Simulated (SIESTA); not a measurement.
Band structure of YMg3 (P-6m2, 4 atoms in the cell).

```xyz
4
Lattice="3.3080 0.0000 0.0000 -1.6540 2.8648 0.0000 0.0000 0.0000 10.9323" Properties=species:S:1:pos:R:3 pbc="T T T"
Y      1.6540     0.9549     5.4661
Mg     1.6540     0.9549     0.0000
Mg     0.0000     1.9099     2.6469
Mg     0.0000     1.9099     8.2854
```

Method of the run: LDA PW92, numerical atomic orbitals TZP, PseudoDojo LDA standard norm-conserving potentials (rewritten from UPF to PSML) run with SIESTA 5.4.2.

Settings: XC.functional = LDA; XC.authors = PW92; potentials = PseudoDojo LDA standard; PAO.BasisSize = TZP; PAO.EnergyShift = 0.005 Ry; MeshCutoff = 400 Ry; kgrid.MonkhorstPack = 12 12 4; OccupationFunction = MP; OccupationMPOrder = 0; ElectronicTemperature = 1160.45 K; MaxSCFIterations = 150; SCF.Mixer.Method = Pulay; SCF.Mixer.Weight = 0.25; SCF.Mixer.History = 8.

The starting cell comes from a database of computed structures (which also holds hypothetical and non-ambient phases and stackings), without a prior relaxation at this level. Values carry the incompleteness of an atom-centred basis.

Levels in eV from the Fermi level, bands 18 to 23:
```json
[
 {"point": "Γ", "18": "-5.12", "19": "-4.53", "20": "-1.80", "21": "-0.90", "22": "1.83", "23": "2.14"},
 {"point": "M", "18": "-1.74", "19": "-1.72", "20": "-1.26", "21": "-0.74", "22": "0.46", "23": "0.70"},
 {"point": "K", "18": "-0.52", "19": "-0.46", "20": "-0.29", "21": "-0.26", "22": "0.31", "23": "0.61"},
 {"point": "A", "18": "-5.69", "19": "-3.27", "20": "-3.15", "21": "-0.42", "22": "2.14", "23": "2.14"},
 {"point": "L", "18": "-1.90", "19": "-1.73", "20": "-0.87", "21": "-0.74", "22": "-0.53", "23": "1.45"},
 {"point": "H", "18": "-0.51", "19": "-0.22", "20": "-0.12", "21": "-0.11", "22": "0.05", "23": "0.25"}
]
```

Bands cross the Fermi level along this path, so the cell is metallic at this level.

Higher empty bands are left out: an atom-centred basis made for the valence describes them poorly.
